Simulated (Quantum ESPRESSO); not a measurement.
Input and output of a self-consistent single point for ZnCu (Cmmm, 2 atoms in the cell) (Quantum ESPRESSO).

Method of the run: LDA (PZ), PSlibrary ultrasoft (LDA) pseudopotentials (plane waves; Quantum ESPRESSO 7.5).

```xyz
2
Lattice="1.4598 -2.0810 0.0000 1.4598 2.0810 0.0000 0.0000 0.0000 4.0621" Properties=species:S:1:pos:R:3 pbc="T T T"
Zn     1.4598     0.0000     2.0310
Cu     0.0000     0.0000     0.0000
```

Reference input (self-consistent single point, DFT, LDA (PZ), plane waves, PSlibrary ultrasoft (LDA) pseudopotentials): ecutwfc = 55 Ry; ecutrho = 330 Ry; occupations = smearing; smearing = marzari-vanderbilt; degauss = 0.0073499 Ry; potentials = {Zn: Zn.pz-dn-rrkjus_psl.1.0.0.UPF, Cu: Cu.pz-dn-rrkjus_psl.1.0.0.UPF}; K_POINTS = automatic 15 15 9 0 0 0; conv_thr = 1e-09 Ry; mixing_beta = 0.7. This run's input differs from it in these lines:

```diff
@@ -33,3 +33,3 @@
 K_POINTS automatic
-15 15 9  0 0 0
+15 15 9  1 1 1
```

The program printed (abridged):

```
     Self-consistent Calculation

     iteration #  1     ecut=    55.00 Ry     beta= 0.70

     Threshold (ethr) on eigenvalues was too large:
     Diagonalizing with lowered threshold

     total energy              =    -270.27711883 Ry
     estimated scf accuracy    <       0.08500279 Ry

     iteration #  2     ecut=    55.00 Ry     beta= 0.70

     total energy              =    -270.26860178 Ry
     estimated scf accuracy    <       0.46420555 Ry

     iteration #  3     ecut=    55.00 Ry     beta= 0.70

     total energy              =    -270.33131214 Ry
     estimated scf accuracy    <       0.00238368 Ry

   [... 4 blocks of this kind left out ...]

     iteration #  8     ecut=    55.00 Ry     beta= 0.70

     total energy              =    -270.33206913 Ry
     estimated scf accuracy    <          4.5E-09 Ry

     iteration #  9     ecut=    55.00 Ry     beta= 0.70
     End of self-consistent calculation

     Number of k-points >= 100: set verbosity='high' to print the bands.

     the Fermi energy is    12.7545 ev

!    total energy              =    -270.33206913 Ry
     estimated scf accuracy    <          6.9E-10 Ry
     smearing contrib. (-TS)   =       0.00003262 Ry
     internal energy E=F+TS    =    -270.33210175 Ry

     convergence has been achieved in   9 iterations

     Forces acting on atoms (cartesian axes, Ry/au):

     atom    1 type  1   force =     0.00000000    0.00000000    0.00000000
     atom    2 type  2   force =     0.00000000    0.00000000    0.00000000

     Total force =     0.000000     Total SCF correction =     0.000000

          total   stress  (Ry/bohr**3)                   (kbar)     P=      -68.79
  -0.00041731   0.00000000   0.00000000          -61.39        0.00        0.00
   0.00000000  -0.00048032   0.00000000            0.00      -70.66        0.00
   0.00000000   0.00000000  -0.00050519            0.00        0.00      -74.32

   JOB DONE.
```

The run converged in 9 iterations. Against the reference run the free energy drops by 3.3 meV/atom and the pressure stays near -6.88 GPa while the yy stress (positive for compression) goes from -7.97 to -7.07 GPa.

The starting cell comes from a database of computed structures (which also holds hypothetical and non-ambient phases and stackings), without a prior relaxation at this level. Its lattice was rescaled by a random factor within 2.5 % of one. Spin polarisation is off.

Cost on one core of a shared machine: roughly 80 s.
